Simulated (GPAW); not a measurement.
How a calculation on Ti₃Al (P6_3/mmc, 8 atoms in the cell) responds to its settings

```yaml
crystal:
  lattice:
    - [5.67815, 0.00000, 0.00000]
    - [-2.83908, 4.91742, 0.00000]
    - [0.00000, 0.00000, 4.57452]
  atoms:
    - { symbol: Ti, position: [0.82990, 0.65980, 0.25000] }
    - { symbol: Ti, position: [0.17010, 0.34020, 0.75000] }
    - { symbol: Ti, position: [0.17010, 0.82990, 0.75000] }
    - { symbol: Ti, position: [0.82990, 0.17010, 0.25000] }
    - { symbol: Ti, position: [0.34020, 0.17010, 0.25000] }
    - { symbol: Ti, position: [0.65980, 0.82990, 0.75000] }
    - { symbol: Al, position: [0.33333, 0.66667, 0.25000] }
    - { symbol: Al, position: [0.66667, 0.33333, 0.75000] }
```

Base run A: PBEsol, GPAW PAW datasets PBEsol (made by gpaw-setup) run with GPAW, self-consistent single point.

Its settings: mode = pw; ecut = 850 eV; xc = PBEsol; kpts = 4 4 4; mesh shift (steps) = 0 0 0; occupations.name = fermi-dirac; occupations.width = 0.1 eV; nbands = -16; convergence.density = 1e-05 e/electron; symmetry.symmorphic = false; symmetry.tolerance = 0.0005; maxiter = 150.

The starting cell comes from a database of computed structures (which also holds hypothetical and non-ambient phases and stackings), without a prior relaxation at this level. Its lattice was rescaled by a random factor within 2.5 % of one. Spin polarisation is off. Without a gap this mesh is coarse (it stands for a supercell whose shortest vector is 18 Å).

Runs:
- B: xc: PBEsol → LDA; potentials: GPAW PAW datasets LDA (gpaw-data 1.0.1) [LDA (Perdew-Wang 92)]
- C: xc: PBEsol → PBE; potentials: GPAW PAW datasets PBE (gpaw-data 1.0.1) [PBE]
- D: xc: PBEsol → RPBE; potentials: GPAW PAW datasets RPBE (gpaw-data 1.0.1) [RPBE]
- E: xc: PBEsol → revPBE; potentials: GPAW PAW datasets revPBE (gpaw-data 1.0.1) [revPBE]
- F: xc: PBEsol → BLYP; potentials: GPAW PAW datasets BLYP (made by gpaw-setup) [BLYP]
- G: xc: PBEsol → MGGA_X_R2SCAN+MGGA_C_R2SCAN; potentials: GPAW PAW datasets PBE (gpaw-data 1.0.1) [r2SCAN]
- H: xc: PBEsol → PW91; potentials: GPAW PAW datasets PW91 (made by gpaw-setup) [PW91]
- I: xc: PBEsol → vdW-DF2 (libvdwxc); potentials: GPAW PAW datasets PBE (gpaw-data 1.0.1) [vdW-DF2]
- J: xc: PBEsol → vdW-DF-cx (libvdwxc); potentials: GPAW PAW datasets PBE (gpaw-data 1.0.1) [vdW-DF-cx]

| run | pressure (GPa) | largest force (eV/Å) |
|---|---|---|
| A | 1.83 | 0.084 |
| B | -2.45 | 0.075 |
| C | … | 0.071 |
| D | … | 0.069 |
| E | 8.35 | 0.071 |
| F | 8.68 | 0.061 |
| G | … | 0.025 |
| H | 5.31 | 0.078 |
| I | 10.12 | 0.063 |
| J | 3.76 | 0.109 |

Task: What belongs in the gaps?

Result: 
- C, pressure (GPa): 5.97
- D, pressure (GPa): 9.19
- G, pressure (GPa): 5.15
